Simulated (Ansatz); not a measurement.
Here is the system:

End structure of a constructed model of the (100) surface of fcc Pt, a pseudomorphic layer of Au in the host's stacking (bottom of the slab: a bare face, its two planes held):

```xyz
7
Lattice="2.8072 0.0000 0.0000 0.0000 2.8072 0.0000 0.0000 0.0000 28.0000" Properties=species:S:1:pos:R:3 pbc="T T T"
Pt     1.4036     1.4036     8.0219
Pt     0.0000     0.0000    10.0069
Pt     1.4036     1.4036    11.9842
Pt     0.0000     0.0000    13.9672
Pt     1.4036     1.4036    15.9482
Pt     0.0000     0.0000    17.9259
Au     1.4036     1.4036    20.0351
```

Set-up: 7 atoms, 12.0 Å thick at the start; mesh 13x13x1; 0.1 eV smearing; dipole correction on; single point; on the structure that PBE left under its start's symmetry; no spin, no spin-orbit, no U. It is one candidate, not shown to be the stable structure of the face.

Task: Give the work function of the top face at the level r2SCAN, at the PBE geometry run with Ansatz (a first-principles code).

Result: 5.28 eV
